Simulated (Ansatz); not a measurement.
Output of an Ansatz run (abridged):

```
WARN the atoms were moved onto the symmetric positions of the space group found under crystal.symmetry.tolerance 1.0e-5 (fractional …
WARN ansatz: RAYON_NUM_THREADS=1 ignored (pool sized by the plan → 1); use --threads N
Pseudopotentials: kind: paw
Pseudopotential: Mg, paw, valence charge 10
Pseudopotential: Au, paw, valence charge 19
Crystal: 8 atoms, lattice volume = 395.905 Å³
Basis set: ecut = 420 eV, 7721 PW (Γ)
Bands: 59, of which v1, the nominal top of the filled ones, is band 49 counted from 1 (48 counted from 0)
Symmetry: 12 space group operations
Space group: P-3m1 (ITA 164), of the structure as read, at distance tolerance 7.3e-5 Å
k-points: 10 of 64
PAW frozen core: Mg, regenerated for the run's functional, and the local potential with it
PAW frozen core: Au, regenerated for the run's functional, and the local potential with it
Initial density: superposition of atomic densities (neutral atoms: chi_scale 0, normalization atom), corrected by the library's trained network
Initial wavefunctions: pseudopotential atomic-orbital guess
Eigensolver: davidson
Functional: x = slater, c = lda
SCF iter   1: F=—  HF=-37140.653758 eV  |F-HF|=—  |Δ(HF+E_count)|=         —  Δρ=4.11e-3  dr2=1.38e-1  ethr=1.77e-3  ⟨swp⟩=13.6  Hψ=2998  notcnv=0  defer=1
all-band conjugate gradients solve this SCF's bands
preconditioner: auto → LDOS
SCF iter   2: F=—  HF=-37140.627521 eV  |F-HF|=—  |Δ(HF+E_count)|=   2.62e-2  Δρ=2.38e-3  dr2=5.62e-2  ethr=1.41e-4  ⟨swp⟩=2.4  Hψ=1210  notcnv=0  defer=45
SCF iter   3: F=—  HF=-37140.613317 eV  |F-HF|=—  |Δ(HF+E_count)|=   1.42e-2  Δρ=6.49e-4  dr2=3.89e-3  ethr=5.73e-5  ⟨swp⟩=2.0  Hψ=949  notcnv=0  defer=45
SCF iter   4: F=—  HF=-37140.612644 eV  |F-HF|=—  |Δ(HF+E_count)|=   6.73e-4  Δρ=1.89e-4  dr2=1.90e-4  ethr=3.97e-6  ⟨swp⟩=2.0  Hψ=704  notcnv=0  defer=45
SCF iter   5: F=—  HF=-37140.612630 eV  |F-HF|=—  |Δ(HF+E_count)|=   1.40e-5  Δρ=6.51e-5  dr2=3.60e-5  ethr=1.94e-7  ⟨swp⟩=2.9  Hψ=1000  notcnv=0  defer=45
SCF iter   6: F=—  HF=-37140.612839 eV  |F-HF|=—  |Δ(HF+E_count)|=   2.09e-4  Δρ=1.64e-5  dr2=1.66e-6  ethr=3.67e-8  ⟨swp⟩=2.0  Hψ=741  notcnv=0  defer=45
SCF iter   7: F=-37140.612839 eV  HF=-37140.612839 eV  |F-HF|=3.03e-8  |Δ(HF+E_count)|=   1.34e-7  Δρ=3.54e-6  dr2=7.39e-8  ethr=1.02e-10  ⟨swp⟩=15.2  Hψ=3169  notcnv=0
SCF 1 converged in 7 iterations: F = -37140.612839 eV  dr2 = 7.39e-8
SCF converged after 7 iterations
Free energy (F): -37140.612839 eV
Harris-Foulkes:  -37140.612839 eV  (|F-HF|=3.03e-8)
Internal energy: -37140.604696 eV  (E = F + TS)
E sigma→0 (E₀):  -37140.608768 eV
Entropy (-TS):   -0.008143 eV (-1.018 meV/atom)
Fermi energy:    1.817001 eV
--- Per-component energies (eV) ---
  E_band       = -3527.097860
  E_kinetic    = 1660.299469
  E_local      = -76801.285337  (includes V_loc(G=0)·N_el)
  E_nonlocal   = 734.925265
  E_hartree    = 36277.575624
  E_xc         = -624.149578
  E_vxc        = -771.973151  (∫ρ·V_xc dr)
  E_paw        = -20471.904518  (= ΣΔE_a)
  E_vpaw       = -904.184502  (= ΣTr[D̂ρ^β])
  E_aug_tail   = 0.002588  (compensation charges beyond the density's cutoff)
  E_ewald      = 22081.983479
  E_core_change = 1.948311  (= ΣΔE_core)
  E_smearing   = -0.008143  (= −TS)
  E_closure    = -0.000000  (closes the sum)
  Σ components = -37140.612839   (vs F -37140.612839, Δ=0.00e0)
--- Forces (eV/Å), atoms counted from 1 ---
  atom   1  Mg    -0.00000000     0.00000000    -0.04511651
  atom   2  Mg     0.00000000    -0.00000000     0.04511651
  atom   3  Mg     0.00000000    -0.00000000    -0.42969773
  atom   4  Mg    -0.00000000     0.00000000     0.42969773
  atom   5  Mg     0.00000000    -0.00000000     0.04464560
  atom   6  Mg     0.00000000     0.00000000    -0.04464560
  atom   7  Au    -0.00000000    -0.00000000    -0.05641628
  atom   8  Au    -0.00000000     0.00000000     0.05641628
  max |Σ_I F_I| component: 6.94e-18 eV/Å
--- Stress (GPa, compression-positive) ---
       -2.011327      -0.000000       0.000000
       -0.000000      -2.011327       0.000000
        0.000000       0.000000      -1.092054
  P = ⅓ Tr σ = -1.7049 GPa (-17.049 kbar)
  The stress holds the Pulay correction. Without it, at fixed plane waves, as pw.x and ABINIT print it: P = -1.7097 GPa
--- Band table (eV; the first three rows and the last of 10) ---
  k-point 0: bands = ["-104.5585", "-104.5585", "-74.1771", "-74.1771", "-73.5166", "-73.5126", "-73.1632", "-73.1631", "-55.8583", "-55.8583", "-55.8583", "-55.8583", "-55.7799", "-55.7799", "-41.6446", "-41.6446", "-41.5794", "-41.5794", [...]
  k-point 1: bands = ["-104.5585", "-104.5585", "-74.1771", "-74.1771", "-73.5164", "-73.5128", "-73.1632", "-73.1632", "-55.8583", "-55.8583", "-55.8583", "-55.8583", "-55.7799", "-55.7799", "-41.6446", "-41.6446", "-41.5794", "-41.5794", [...]
  k-point 2: bands = ["-104.5585", "-104.5585", "-74.1771", "-74.1771", "-73.5161", "-73.5131", "-73.1632", "-73.1632", "-55.8583", "-55.8583", "-55.8583", "-55.8583", "-55.7799", "-55.7799", "-41.6446", "-41.6446", "-41.5795", "-41.5795", [...]
  k-point 9: bands = ["-104.5585", "-104.5585", "-74.1771", "-74.1771", "-73.5149", "-73.5143", "-73.1632", "-73.1632", "-55.8584", "-55.8584", "-55.8582", "-55.8582", "-55.7799", "-55.7799", "-41.6446", "-41.6446", "-41.5795", "-41.5795", [...]
```

The structure:

```
CELL_PARAMETERS angstrom
      4.64986     0.00000     0.00000
     -2.32493     4.02689     0.00000
      0.00000     0.00000    21.14372
ATOMIC_POSITIONS crystal
  Mg 0.00000 0.00000 0.40007
  Mg 0.00000 0.00000 0.59993
  Mg 0.33333 0.66667 0.66893
  Mg 0.66667 0.33333 0.33107
  Mg 0.66667 0.33333 0.46907
  Mg 0.33333 0.66667 0.53092
  Au 0.33333 0.66667 0.40007
  Au 0.66667 0.33333 0.59993
```

### Question
Reconstruct the input of this run.

### Answer
Other spellings and defaults could give the same log, and not every line can be read from it. The input that was run (DFT, LDA (PW92), plane waves, default PAW files made with PBE):

Ansatz 0.2 input:
```yaml
crystal:
  lattice:
    - [4.64985800, 0.00000000, 0.00000000]
    - [-2.32492900, 4.02689500, 0.00000000]
    - [0.00000000, 0.00000000, 21.14372000]
  atoms:
    - { symbol: Mg, position: [0.00000000, 0.00000000, 0.40007200] }
    - { symbol: Mg, position: [0.00000000, 0.00000000, 0.59992800] }
    - { symbol: Mg, position: [0.33333300, 0.66666700, 0.66893200] }
    - { symbol: Mg, position: [0.66666700, 0.33333300, 0.33106800] }
    - { symbol: Mg, position: [0.66666700, 0.33333300, 0.46907100] }
    - { symbol: Mg, position: [0.33333300, 0.66666700, 0.53092400] }
    - { symbol: Au, position: [0.33333300, 0.66666700, 0.40007200] }
    - { symbol: Au, position: [0.66666700, 0.33333300, 0.59992800] }
basis:
  ecutwfc: 420.0
kpoints:
  mp_grid: { grid: [8, 8, 1] }
hamiltonian:
  xc: lda
  pseudopotentials: { kind: paw }
scf:
  occupations: { method: gaussian, width: 0.1 }
output:
  forces: true
  eigenvalues: true
  stress: true
```

The starting cell comes from a database of computed structures (which also holds hypothetical and non-ambient phases and stackings), without a prior relaxation at this level. The slab is cut from that crystal, and its faces are unrelaxed. Its lattice was rescaled by up to half a per cent. Spin-orbit coupling is off.

Ansatz is an electronic-structure program.
